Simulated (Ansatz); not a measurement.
```
CELL_PARAMETERS angstrom
     15.50000     0.00000     0.00000
      0.00000    15.50000     0.00000
      0.00000     0.00000     5.38416
ATOMIC_POSITIONS crystal
  Ga 0.63469 0.50000 0.67177
  N  0.60618 0.60618 0.82823
  N  0.65015 0.50000 0.32823
  Ga 0.50000 0.63469 0.67177
  N  0.39382 0.60618 0.82823
  Ga 0.59524 0.59524 0.17177
  N  0.50000 0.65015 0.32823
  Ga 0.36531 0.50000 0.67177
  N  0.39382 0.39382 0.82823
  Ga 0.40476 0.59524 0.17177
  N  0.34985 0.50000 0.32823
  Ga 0.50000 0.36531 0.67177
  N  0.60618 0.39382 0.82823
  Ga 0.40476 0.40476 0.17177
  N  0.50000 0.34985 0.32823
  Ga 0.59524 0.40476 0.17177
```

All values below come from PBE (plane waves to 420 eV, PAW; Ansatz, a quantum-chemistry and plane-wave program). Mesh 1×1×6. No spin polarisation. Isolated but for its images some 11 Å away. A hypothetical model, rolled from the flat sheet. It keeps the symmetry and period of its start, so it need not be a minimum against all distortions.

**Question.** Tabulate the two highest filled and two lowest empty levels along the axis, from the valence top.

**Answer.** 
```
k (2π/c)  v2 (eV)  v1 (eV)  c1 (eV)  c2 (eV)
--------  -------  -------  -------  -------
0.000       -0.07    -0.07     1.72     2.43
0.042       -0.07    -0.07     1.75     2.43
0.083       -0.06    -0.06     1.86     2.42
0.125       -0.06    -0.06     2.01     2.41
0.167       -0.05    -0.05     2.19     2.41
0.208       -0.04    -0.04     2.39     2.41
0.250       -0.04    -0.04     2.43     2.58
0.292       -0.03    -0.03     2.47     2.75
0.333       -0.02    -0.02     2.52     2.89
0.375       -0.01    -0.01     2.60     2.97
0.417       -0.01    -0.01     2.68     2.99
0.458        0.00     0.00     2.77     2.94
0.500        0.00     0.00     2.86     2.86
```
